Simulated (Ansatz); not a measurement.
# TiS2 in the CdI2 type structure (space group P-3m1, No. 164; layered, stacked along the Cartesian z axis)

```cif
data_S2Ti
_chemical_formula_sum 'Ti1 S2'
_space_group_name_H-M_alt 'P-3m1'
_space_group_IT_number 164
_space_group_name_Hall '-P 3 2"'
_cell_length_a 3.36062
_cell_length_b 3.36062
_cell_length_c 5.52244
_cell_angle_alpha 90.000
_cell_angle_beta 90.000
_cell_angle_gamma 120.000
loop_
_atom_site_label
_atom_site_type_symbol
_atom_site_symmetry_multiplicity
_atom_site_Wyckoff_symbol
_atom_site_fract_x
_atom_site_fract_y
_atom_site_fract_z
_atom_site_occupancy
Ti1 Ti 1 a 0.00000 0.00000 0.00000 1
S1 S 2 d 0.33333 0.66667 0.25857 1
```

Level of theory: DFT with PBE-D3(BJ), PAW potentials and a 420 eV plane-wave cutoff in Ansatz (a program for electronic structure), scalar-relativistic without spin-orbit coupling. k-mesh 16×16×9 (Γ-centred); smearing 0.05 eV (Fermi–Dirac).

The volume per atom is 18.00 Å³ and the density is 3.44 g/cm³. The band gap is zero and the total energy is -1436.281 eV/atom (σ→0; compares only within this code and set-up).

Whether these cells are dynamically stable was not tested. The base started in P3m1 and relaxed to P-3m1 at this level. The final runs are not spin-polarised. A zero or small gap of TiS2 can be the functional's error rather than a property of the material.
